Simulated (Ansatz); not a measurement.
## BaTiO3: response to strain

Take BaTiO₃ in the cubic perovskite structure (space group Pm-3m, No. 221; a = 3.994 Å) as the base. Axes: x, y, z lie along the cube axes.

Strains are applied to the cell and any free atomic positions relax; under biaxial strain the out-of-plane vector relaxes too; under stress the whole cell relaxes.

Calculations: r2SCAN (Ansatz, an electronic-structure program, PAW, no spin-orbit coupling).

Notes on the quantities. pressure: mean of the normal stresses, compression positive; energy relative to the base: free energy F.

```json
[
 {"variant": "base", "pressure": "0.00 GPa", "gap character": "indirect, R → Γ", "energy relative to the base": "0 meV/atom", "space group": "Pm-3m (No. 221)"},
 {"variant": "biaxial strain −1.50 %, plane normal [001], relaxed out of plane", "pressure": "___", "gap character": "indirect, A → Γ", "energy relative to the base": "___", "space group": "P4/mmm (No. 123)"},
 {"variant": "biaxial strain −0.52 %, plane normal [001], relaxed out of plane", "pressure": "1.24 GPa", "gap character": "indirect, A → Γ", "energy relative to the base": "+0.8 meV/atom", "space group": "P4/mmm (No. 123)"},
 {"variant": "biaxial strain −4.07 %, plane normal [110], relaxed out of plane", "pressure": "12.60 GPa", "gap character": "direct at Γ", "energy relative to the base": "+57 meV/atom", "space group": "Cmmm (No. 65)"},
 {"variant": "biaxial strain +2.48 %, plane normal [111], relaxed out of plane", "pressure": "-6.07 GPa", "gap character": "indirect, T → Γ", "energy relative to the base": "+19 meV/atom", "space group": "R-3m (No. 166)"},
 {"variant": "isotropic strain +5.49 %", "pressure": "-20.22 GPa", "gap character": "indirect, R → Γ", "energy relative to the base": "+162 meV/atom", "space group": "Pm-3m (No. 221)"},
 {"variant": "isotropic strain +5.95 %", "pressure": "-21.24 GPa", "gap character": "indirect, R → Γ", "energy relative to the base": "+187 meV/atom", "space group": "Pm-3m (No. 221)"},
 {"variant": "uniaxial strain ε_yy = −2.51 %", "pressure": "5.04 GPa", "gap character": "indirect, A → Γ", "energy relative to the base": "+8.6 meV/atom", "space group": "P4/mmm (No. 123)"},
 {"variant": "uniaxial stress, 0.5 GPa tension along z", "pressure": "–", "gap character": "indirect, A → Γ", "energy relative to the base": "0.0 meV/atom", "space group": "P4/mmm (No. 123)"}
]
```

Task: What belongs in the blanks?

Result: 
- biaxial strain −1.50 %, plane normal [001], relaxed out of plane, pressure: 3.76 GPa
- biaxial strain −1.50 %, plane normal [001], relaxed out of plane, energy relative to the base: +6.5 meV/atom

Beyond what the load breaks, stability against distortions was not tested. All final runs are without spin polarisation. Many cubic perovskites are stable only at high temperature; tilts and polar distortions were not tested. This is not the structure that BaTiO3 has at room temperature and ambient pressure. k-point labels follow each cell's own Brillouin zone.
